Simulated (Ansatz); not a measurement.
# Hypothetical anti-perovskite Mg3SnO, response to strain

Base system: Mg3SnO in the anti-perovskite structure (space group Pm-3m, No. 221; a = 4.391 Å; a hypothetical phase, not in the database extracts checked). Axes: x, y, z lie along the cube axes.

Strains are applied to the cell and any free atomic positions relax; under biaxial strain the out-of-plane vector relaxes too.

Level of theory: PBE/PAW in Ansatz (a first-principles code), no SOC.

Notes on the quantities. pressure: mean of the normal stresses, compression positive; energy relative to the base: free energy F.

| variant | pressure | energy relative to the base | volume per atom | space group |
|---|---|---|---|---|
| base | 0.0 GPa | 0 meV/atom | 16.93 Å³ | Pm-3m (No. 221) |
| biaxial strain −3.81 %, plane normal [110], relaxed out of plane | 4.4 GPa | +25 meV/atom | 16.07 Å³ | Cmmm (No. 65) |
| isotropic strain +0.71 % | -1.4 GPa | +1.6 meV/atom | 17.29 Å³ | Pm-3m (No. 221) |
| uniaxial strain ε_zz = +1.09 % | -0.7 GPa | +0.7 meV/atom | 17.12 Å³ | P4/mmm (No. 123) |
| tensor shear ε_xy = −0.40 % | 0.0 GPa | +0.2 meV/atom | 16.93 Å³ | Cmmm (No. 65) |

Without a gap, meshes like the base's 11×11×11 leave anisotropic stresses uncertain by several tenths of a GPa, and small strain energies with them. No phonon test of stability was made. The final runs are not spin-polarised.
